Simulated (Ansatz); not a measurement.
**Point-defect migration in bcc Ta**

Some mobile defects of bcc Ta. The numbers are results of PBE, PAW (plane waves to 420 eV; Ansatz, a first-principles code), not measurements.

Each figure is the lowest single hop between equivalent sites among the routes that converged and passed our checks, counted from the lowest site run. It need not be the barrier to long-range diffusion, and untried routes may lie lower. Climbing-image NEB, static nuclei, fixed cells, no finite-size correction; on the finer meshes named, energies are single points at the band's geometries. Saddle orders were checked for a part of the study's bands only and are not shown. Vacancies start on their lattice site; split forms were not set up. Spin-orbit coupling is left out.

| Defect | Route | Hop (Å) | Direction in the unit cell | Neighbours at the saddle | Cell | Barrier (eV) |
|---|---|---|---|---|---|---|
| interstitial S, charge 0 | S moves farthest | 1.65 | (0.00, 0.00, -0.50) | 4 Ta at 2.27 Å | 36 sites, 3×3×4 shifted | 1.40 |
| Ta vacancy, charge 0 | a nearby Ta jumps into the vacancy | 2.64 | (-0.46, 0.46, -0.46) | 2 Ta at 2.77, 4 Ta at 2.81, 2 Ta at 3.52, 4 Ta at 3.53 Å | 36 sites, 3×3×4 shifted | [?] |
| interstitial N, charge 0 | N moves farthest | 1.66 | (0.00, 0.00, -0.50) | 4 Ta at 2.01 Å | 36 sites, 3×3×4 shifted | 1.35 |

**Question.** What belongs in the gaps?

**Answer.** 
- Ta vacancy, charge 0, Barrier (eV): 0.81
